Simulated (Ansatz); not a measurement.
Rock-salt AlAs (model structure)

Method: LDA (Ansatz, an electronic-structure program, plane waves, PAW).

Run with plane-wave cutoff 500 eV, 14×14×14 k mesh, Fermi–Dirac smearing 0.05 eV, scalar-relativistic PAW data made under PBE.

Cell (relaxed at this level):

```
AlAs
1.0
    0.00000     2.60530     2.60530
    2.60530     0.00000     2.60530
    2.60530     2.60530     0.00000
Al As
1 1
Cartesian
  0.00000   0.00000   0.00000
  2.60530   2.60530   2.60530
```

- band gap = none

Note: the relaxation could raise the start's symmetry but not lower it, so the cell can be a saddle point.

Spin–orbit coupling is not included.

Static lattice: no zero-point or thermal effects.

Cost on a shared machine: roughly 20 core-seconds.

A model structure was made by putting elements into a prototype or built by hand; it is no filed structure, need not be a known phase, and can be a saddle point held by its symmetry.
